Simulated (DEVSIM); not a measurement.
Device: CdS/CdTe n-p heterojunction, at 300 K.

| layer (left to right) | material | thickness (μm) | Nd (cm⁻³) | Na (cm⁻³) | τn (s) | τp (s) |
|---|---|---|---|---|---|---|
| 1 | CdS | 0.290 | 3.4e16 | - | 1.5e-9 | 1.5e-9 |
| 2 | CdTe | 1.40 | - | 1.1e17 | 1.5e-9 | 1.5e-9 |

Left contact: ohmic. Right contact: ohmic. Voltage is applied to the left contact. Recombination: SRH at mid-gap, radiative, Auger. Mobility is constant in doping. Where it depends on doping, it is μmin + (μ − μmin)/(1 + (N/Nref)^α).

The device is made up for the run: typed textbook-type constants, with dimensions and the other settings drawn at random. Values at 300 K; Nc and Nv go as T^1.5, mobilities as T to minus their exponent, the gap by Varshni's rule with the affinity fixed. The table also holds parameters that only a changed run uses.

```csv
parameter,CdS,CdTe
gap (eV),2.4,1.5
affinity (eV),4.3,4.28
permittivity,9,10.2
Nc (cm⁻³),2.2e18,8e17
Nv (cm⁻³),1.8e19,1.8e19
μn (cm²/Vs),300,1000
μp (cm²/Vs),25,80
"μn,min",30,100
"μp,min",3,10
"Nref,n",1e17,1e17
"Nref,p",1e17,1e17
αn,0.6,0.6
αp,0.6,0.6
T exponent of μn,1.5,1.7
T exponent of μp,1.5,1.5
B (cm³/s),1e-10,1e-10
Cn (cm⁶/s),1e-30,1e-30
Cp (cm⁶/s),1e-30,1e-30
Varshni α (eV/K),0.00039,0.00031
Varshni β (K),103,108
```

Simulated with DEVSIM: 1D drift-diffusion, Boltzmann statistics, complete ionisation; no tunnelling, impact ionisation, image-force lowering or self-heating. Band offsets follow the typed affinities; no thermionic-emission limit at abrupt steps, no polarisation charge.

Base results: largest field in the device at zero bias (V/cm) 110000; dark forward voltage at 1 A/cm² (V) 1.103; potential step across the device at zero bias (V) 1.240; dark forward voltage at 100 A/cm² (V) 1.227.

Question: What follows from this one change: thickness of layer 2 1.4 → 2.4 μm?

Answer: largest field in the device at zero bias little changed (110000 V/cm); dark forward voltage at 1 A/cm² 1.103 → 1.112 V; potential step across the device at zero bias little changed (1.240 V); dark forward voltage at 100 A/cm² 1.227 → 1.238 V.

Question: What follows from this one change: doping Na of layer 2 1.1e+17 → 1.1e+18 cm^-3?

Answer: largest field in the device at zero bias 110000 → 130000 V/cm; dark forward voltage at 1 A/cm² 1.103 → 1.163 V; potential step across the device at zero bias 1.240 → 1.300 V; dark forward voltage at 100 A/cm² 1.227 → 1.284 V.

Question: What follows from this one change: temperature 300 → 450 K?

Answer: largest field in the device at zero bias 110000 → 100000 V/cm; dark forward voltage at 1 A/cm² 1.103 → 0.823 V; potential step across the device at zero bias 1.240 → 1.029 V; dark forward voltage at 100 A/cm² 1.227 → 1.009 V.

Question: What follows from this one change: doping-dependent mobility in place of the constant one?

Answer: largest field in the device at zero bias little changed (110000 V/cm); dark forward voltage at 1 A/cm² 1.103 → 1.117 V; potential step across the device at zero bias little changed (1.240 V); dark forward voltage at 100 A/cm² 1.227 → 1.243 V.
